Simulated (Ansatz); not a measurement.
An Ansatz (a quantum-chemistry and plane-wave program) input for (Si,Ge) alloy cell GeSi7 (diamond start):

Ansatz 0.2 input:
```yaml
crystal:
  lattice:
    - [0.000000002, 5.506511216, 5.506511213]
    - [5.506662141, 0.000308059, 5.506203156]
    - [5.506662146, 5.506203164, 0.000308054]
  atoms:
    - { symbol: Ge, position: [-0.000514387, 0.000514359, 0.000514389] }
    - { symbol: Si, position: [0.000200917, 0.000010686, 0.50001065] }
    - { symbol: Si, position: [0.000200929, 0.500010722, 0.000010625] }
    - { symbol: Ge, position: [-0.000514358, 0.500514338, 0.50051432] }
    - { symbol: Si, position: [0.499821588, 0.000178412, 0.000178428] }
    - { symbol: Si, position: [0.499777722, 0.000010635, 0.500010682] }
    - { symbol: Si, position: [0.499777716, 0.500010644, 0.000010653] }
    - { symbol: Si, position: [0.499821587, 0.500178361, 0.500178505] }
    - { symbol: Si, position: [0.127211463, 0.126584731, 0.126584801] }
    - { symbol: Si, position: [0.129117166, 0.120882861, 0.620882857] }
    - { symbol: Si, position: [0.129117137, 0.620882876, 0.120882885] }
    - { symbol: Si, position: [0.127211466, 0.626584767, 0.626584823] }
    - { symbol: Si, position: [0.619618993, 0.126584791, 0.126584762] }
    - { symbol: Si, position: [0.624766553, 0.125233499, 0.625233436] }
    - { symbol: Si, position: [0.624766569, 0.625233507, 0.125233396] }
    - { symbol: Si, position: [0.619618938, 0.626584812, 0.626584788] }
basis:
  ecutwfc: 420
  ecutrho_ratio: 4
  xc_grid: 2
kpoints:
  mp_grid: { grid: [4, 4, 4] }
hamiltonian:
  xc: pbe
  dispersion: none
  pseudopotentials: { kind: paw }
scf:
  n_extra_bands: 11
  occupations: { method: fermi_dirac, width: 0.01 }
output:
  forces: true
  stress: true
  eigenstates:
    kpoints:
      - [0.0, 0.0, 0.0]
      - [-0.15, 0.0, -0.15]
      - [0.0, -0.15, -0.15]
    e_range: [-4.0, 6.0]
    localisation: true
relax:
  f_tol: 0.03
  max_steps: 90
  cell: { stress_tol: 0.15 }
```

All values below come from PBE (plane waves to 420 eV, PAW; Ansatz). Spin–orbit coupling is left out. Its k-point mesh 4×4×4, Fermi–Dirac width 0.01 eV.

What does the end of the output print (band table and long remarks left out, numbers rounded to eight decimals)?


```
SCF converged after 4 iterations
Free energy (F): -17491.145244 eV
Harris-Foulkes:  -17491.145244 eV  (|F-HF|=2.69e-10)
Internal energy: -17491.145244 eV  (E = F + TS)
E sigma→0 (E₀):  -17491.145244 eV
Fermi energy:    6.585212 eV
--- Per-component energies (eV) ---
  E_band       = -276.247447
  E_kinetic    = 782.924935
  E_local      = -6599.788612  (includes V_loc(G=0)·N_el)
  E_nonlocal   = 1199.768285
  E_hartree    = 2891.926365
  E_xc         = -921.523021
  E_vxc        = -780.733811  (∫ρ·V_xc dr)
  E_paw        = -11219.292042  (= ΣΔE_a)
  E_vpaw       = -662.271683  (= ΣTr[D̂ρ^β])
  E_aug_tail   = 0.000638  (compensation charges beyond the density's cutoff)
  E_ewald      = -3625.161791
  E_smearing   = 0.000000  (= −TS)
  E_closure    = 0.000000  (closes the sum)
  Σ components = -17491.145244   (vs F -17491.145244, Δ=0.00e0)
--- Forces (eV/Å), atoms counted from 1 ---
  atom   1  Ge     0.00814893    0.00000000     0.00000000
  atom   2  Si    -0.00268325    -0.01923063    -0.01923063
  atom   3  Si    -0.00268325    -0.01923063    -0.01923063
  atom   4  Ge     0.00814893    0.00000000     0.00000000
  atom   5  Si    -0.00363877     0.00000000    0.00000000
  atom   6  Si    -0.00268325     0.01923063     0.01923063
  atom   7  Si    -0.00268325     0.01923063     0.01923063
  atom   8  Si    -0.00363877     0.00000000    0.00000000
  atom   9  Si     0.00606238     0.00761224     0.00761224
  atom  10  Si     0.00014305    0.00000000     0.00000000
  atom  11  Si     0.00014305    0.00000000     0.00000000
  atom  12  Si     0.00606238     0.00761224     0.00761224
  atom  13  Si     0.00606238    -0.00761224    -0.00761224
  atom  14  Si    -0.01141078     0.00000000    0.00000000
  atom  15  Si    -0.01141078     0.00000000    0.00000000
  atom  16  Si     0.00606238    -0.00761224    -0.00761224
  max |Σ_I F_I| component: 1.37e-6 eV/Å
--- Stress (GPa, compression-positive) ---
       -0.019702      0.000000       0.000000
       0.000000      -0.028823       0.111951
        0.000000       0.111951      -0.028823
  P = ⅓ Tr σ = -0.0258 GPa (-0.258 kbar)
--- Relaxed structure (2 steps of the walk, 2 accepted, 1 SCFs on fresh bases) ---
  F+E_penalty+E_count = -17491.14524370 eV   max|allowed force component| = 1.923e-2 eV/Å   (the final SCF, on the basis selected at the relaxed cell)
  cell:  # Å, volume = 333.0460 Å³
    - [0.0, 5.49748784, 5.49748784]
    - [5.50114248, -0.00438794, 5.50187579]
    - [5.50114248, 5.50187579, -0.00438794]
  atoms:
    - { symbol: Ge, position: [0.00014322, -0.00014322, -0.00014322] }
    - { symbol: Si, position: [0.00030642, -5.03419081e-5, 0.49994966] }
    - { symbol: Si, position: [0.00030642, 0.49994966, -5.03419081e-5] }
    - { symbol: Ge, position: [0.00014322, 0.49985678, 0.49985678] }
    - { symbol: Si, position: [0.49995970, 4.03041390e-5, 4.03041390e-5] }
    - { symbol: Si, position: [0.49979426, -5.03419081e-5, 0.49994966] }
    - { symbol: Si, position: [0.49979426, 0.49994966, -5.03419081e-5] }
    - { symbol: Si, position: [0.49995970, 0.50004030, 0.50004030] }
    - { symbol: Si, position: [0.12659454, 0.12648256, 0.12648256] }
    - { symbol: Si, position: [0.12799442, 0.12200558, 0.62200558] }
    - { symbol: Si, position: [0.12799442, 0.62200558, 0.12200558] }
    - { symbol: Si, position: [0.12659454, 0.62648256, 0.62648256] }
    - { symbol: Si, position: [0.62044035, 0.12648256, 0.12648256] }
    - { symbol: Si, position: [0.62476710, 0.12523290, 0.62523290] }
    - { symbol: Si, position: [0.62476710, 0.62523290, 0.12523290] }
    - { symbol: Si, position: [0.62044035, 0.62648256, 0.62648256] }
```

Cost: very roughly 90 core-seconds.
